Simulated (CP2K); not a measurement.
**Input and output of a self-consistent single point for Tl₃Zn (I4/mmm, 4 atoms in the cell) (CP2K)**

Method of the run: PBEsol, GPW, DZVP-MOLOPT-SR-GTH basis, GTH-PBE potentials (GTH_POTENTIALS) run with CP2K.

Input:

```
&GLOBAL
  PROJECT tl3zn
  RUN_TYPE ENERGY_FORCE
  PRINT_LEVEL LOW
&END GLOBAL
&FORCE_EVAL
  METHOD Quickstep
  STRESS_TENSOR ANALYTICAL
  &DFT
    BASIS_SET_FILE_NAME BASIS_MOLOPT
    POTENTIAL_FILE_NAME GTH_POTENTIALS
    &QS
      METHOD GPW
      EPS_DEFAULT 1E-10
    &END QS
    &MGRID
      CUTOFF 600
      REL_CUTOFF 60
      NGRIDS 5
    &END MGRID
    &SCF
      SCF_GUESS ATOMIC
      EPS_SCF 1E-6
      MAX_SCF 100
      ADDED_MOS 9
      &DIAGONALIZATION
        ALGORITHM STANDARD
      &END DIAGONALIZATION
      &MIXING
        METHOD BROYDEN_MIXING
        ALPHA 0.2
        NBUFFER 10
        BETA 1.5
      &END MIXING
      &SMEAR ON
        METHOD MARZARI_VANDERBILT
        SIGMA [eV] 0.05
      &END SMEAR
    &END SCF
    &KPOINTS
      SCHEME MONKHORST-PACK 5 5 5
    &END KPOINTS
    &XC
      &XC_FUNCTIONAL
        &PBE
          PARAMETRIZATION PBESOL
        &END PBE
      &END XC_FUNCTIONAL
    &END XC
    &PRINT
      &MO
        EIGENVALUES T
        OCCUPATION_NUMBERS T
        NDIGITS 8
        FILENAME mo
        &EACH
          QS_SCF 0
        &END EACH
        ADD_LAST NUMERIC
      &END MO
      &MULLIKEN OFF
      &END MULLIKEN
    &END PRINT
  &END DFT
  &SUBSYS
    &CELL
      ABC 5.98626400 5.98626360 5.98626443
      ALPHA_BETA_GAMMA 133.14904286 133.14903839 68.42018132
      PERIODIC XYZ
    &END CELL
    &COORD
      SCALED
      Zn       0.00000000     0.00000000     0.00000000
      Tl       0.75000000     0.25000000     0.50000000
      Tl       0.25000000     0.75000000     0.50000000
      Tl       0.50000000     0.50000000     0.00000000
    &END COORD
    &KIND Zn
      BASIS_SET DZVP-MOLOPT-SR-GTH-q12
      POTENTIAL GTH-PBE-q12
    &END KIND
    &KIND Tl
      BASIS_SET DZVP-MOLOPT-SR-GTH-q13
      POTENTIAL GTH-PBE-q13
    &END KIND
  &END SUBSYS
  &PRINT
    &FORCES ON
    &END FORCES
    &STRESS_TENSOR ON
    &END STRESS_TENSOR
  &END PRINT
&END FORCE_EVAL
```

Output, abridged:

```
 GLOBAL| Method name                                                        CP2K
 GLOBAL| Project name                                                      tl3zn
 GLOBAL| Run type                                                   ENERGY_FORCE

 TOTAL NUMBERS AND MAXIMUM NUMBERS

  Total number of            - Atomic kinds:                                   2
                             - Atoms:                                          4
                             - Shell sets:                                     4
                             - Shells:                                        28
                             - Primitive Cartesian functions:                 24
                             - Cartesian basis functions:                    120
                             - Spherical basis functions:                    100

  Maximum angular momentum of- Orbital basis functions:                        3
                             - Local part of the GTH pseudopotential:          0
                             - Non-local part of the GTH pseudopotential:      4

 SCF PARAMETERS         Density guess:                                    ATOMIC
                        max_scf:                                             100
                        max_diis:                                              4
                        eps_scf:                                        1.00E-06
                        eps_diis:                                       1.00E-01
                        eps_eigval:                                     1.00E-05
                        level_shift [a.u.]:                             0.000000
                        added MOs                                         9    0
                        Mixing method:                            BROYDEN_MIXING
                                                charge density mixing in g-space
                        Smear method:                         MARZARI_VANDERBILT
                        Smearing width (sigma) [a.u.]:                  1.84E-03
                        Accuracy threshold:                             1.00E-10
                        No outer SCF

 Extrapolation method: initial_guess

 Number of electrons:                                                         51
 Number of occupied orbitals:                                                 26
 Number of molecular orbitals:                                                35

 Number of orbital functions:                                                100
 Number of independent orbital functions:                                    100

 SCF WAVEFUNCTION OPTIMIZATION

  Step     Update method      Time    Convergence         Total energy    Change
     1 NoMix/Diag. 0.20E+00      -     1.22686644      -210.0269540752 -2.10E+02
     2 Broy./Diag. 0.20E+00      -     0.01142623      -211.0357744983 -1.01E+00
     3 Broy./Diag. 0.20E+00      -     0.04119739      -210.5027874471  5.33E-01
     4 Broy./Diag. 0.20E+00      -     0.01690402      -209.9331295365  5.70E-01
     5 Broy./Diag. 0.20E+00      -     0.00371405      -209.7952105589  1.38E-01
     6 Broy./Diag. 0.20E+00      -     0.00386469      -209.8300508953 -3.48E-02
     7 Broy./Diag. 0.20E+00      -     0.00187807      -209.8524707853 -2.24E-02
   [... 4 lines left out ...]
    12 Broy./Diag. 0.20E+00      -     0.00003358      -209.8533213862  2.47E-04
    13 Broy./Diag. 0.20E+00      -     0.00003117      -209.8534729177 -1.52E-04
    14 Broy./Diag. 0.20E+00      -     0.00000949      -209.8535250713 -5.22E-05
    15 Broy./Diag. 0.20E+00      -     0.00000662      -209.8535084640  1.66E-05
    16 Broy./Diag. 0.20E+00      -     0.00000057      -209.8534905605  1.79E-05

  *** SCF run converged in    16 steps ***

  Electronic density on regular grids:        -50.9999999753        0.0000000247
  Core density on regular grids:               50.9999999944       -0.0000000056
  Total charge density on r-space grids:        0.0000000191
  Total charge density g-space grids:           0.0000000191

  Overlap energy of the core charge distribution:               0.00000000000005
  Self energy of the core charge distribution:               -339.69040220129352
  Core Hamiltonian energy:                                    101.57402176677309
  Hartree energy:                                              56.70890502290454
  Exchange-correlation energy:                                -28.44601830990461
  Smearing free energy correction:                              0.00000316109938
  Fermi energy:                                                 0.21686480627248

  Total energy:                                              -209.85349056048315

 ENERGY| Total FORCE_EVAL ( QS ) energy [hartree]           -209.853486095048623

 FORCES| Atomic forces [hartree/bohr]
 FORCES|   Atom     x               y               z               |f|
 FORCES|      1  1.09041150E-13  1.28443878E-13  6.25245324E-09   6.25245324E-09
 FORCES|      2  3.36339272E-09 -1.28431187E-08 -2.31804566E-09   1.34770711E-08
 FORCES|      3 -3.36335491E-09  1.28431389E-08  9.56210843E-10   1.33106240E-08
 FORCES|      4 -1.78466662E-14 -9.21589000E-14 -4.89739371E-09   4.89739371E-09
 FORCES| Sum     1.28998130E-13  5.64616410E-14 -6.77529654E-12
 FORCES| Total atomic force                                       6.77675967E-12

 STRESS| Analytical stress tensor [bar]
 STRESS|                        x                   y                   z
 STRESS|      x       -2.32020937017E+04   8.66580830799E+02   1.33727103506E+00
 STRESS|      y        8.66580830799E+02  -2.38876938370E+04   8.82537225952E-01
 STRESS|      z        1.33727103506E+00   8.82537225952E-01  -2.44755312190E+04
 STRESS| 1/3 Trace                                            -2.38551062526E+04
```

The run converged in 16 iterations.

The starting cell comes from a database of computed structures (which also holds hypothetical and non-ambient phases and stackings), without a prior relaxation at this level. Values carry the incompleteness of an atom-centred basis. The potentials were made for another functional than the one used.

Cost on one core of a shared machine: roughly 3 min.
